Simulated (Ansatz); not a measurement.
The parent structure is HgF₂ in the fluorite structure (space group Fm-3m, No. 225; a = 5.539 Å). Axes: x, y, z lie along the cube axes.

All numbers come from PBEsol/PAW in Ansatz (an electronic-structure program), spin-orbit coupling left out.

Base values:

The shortest interatomic distance comes out as 2.398 Å. The band gap is 0.80 eV, the valence-band top at Γ is 0.00, 0.00, 0.00 eV and the electron mass comes out as 0.27 mₑ (at Γ).

One thing is altered: biaxial strain −0.83 %, plane normal [111], relaxed out of plane (Cartesian); in-plane vectors clamped, the third vector and the atoms free.

Task: What happens to the shortest interatomic distance, band gap, valence-band top at Γ and electron mass?

Result: The shortest interatomic distance drops by 0.0128 Å (2.398 Å → 2.386 Å); the band gap falls by 0.02 eV, from 0.80 eV to 0.78 eV; the valence-band top at Γ (three highest levels, from the VBM) becomes 0.00, 0.00, -0.11 eV (base: 0.00, 0.00, 0.00 eV); the electron mass goes from 0.27 mₑ (at Γ) to 0.28 mₑ out of plane, 0.27 mₑ in plane (at Γ).

With Hg present, leaving out spin-orbit coupling can change the band edges. Effective masses come from finite differences of ±0.01 Å⁻¹. Whether these cells are dynamically stable was not tested.
